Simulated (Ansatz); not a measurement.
Base system: Mg in the hcp (Mg type) structure (space group P6_3/mmc, No. 194; a = 3.175 Å, c = 5.163 Å; relaxed with 0.1 eV smearing). Axes: x lies along a and z along c of the hexagonal cell.

All numbers come from Kohn–Sham DFT with the PBEsol functional, run in Ansatz (an electronic-structure program) with PAW and 420 eV plane waves, no spin-orbit coupling.

Before the change:

```
Quantity    Value
--------  -------
Pressure  0.0 GPa
```

The change: tensor shear ε_xz = +1.71 % (engineering shear γ = 0.0342), atoms relaxed at fixed cell.

Task: Predict the new energy relative to the base.

Result: The energy increases by 1.5 meV/atom.

Task: Estimate the effect on the pressure.

Result: The pressure (mean of the normal stresses, compression positive) is still 0.0 GPa.

The cells carry an imposed strain or load. No phonon test of stability was made.
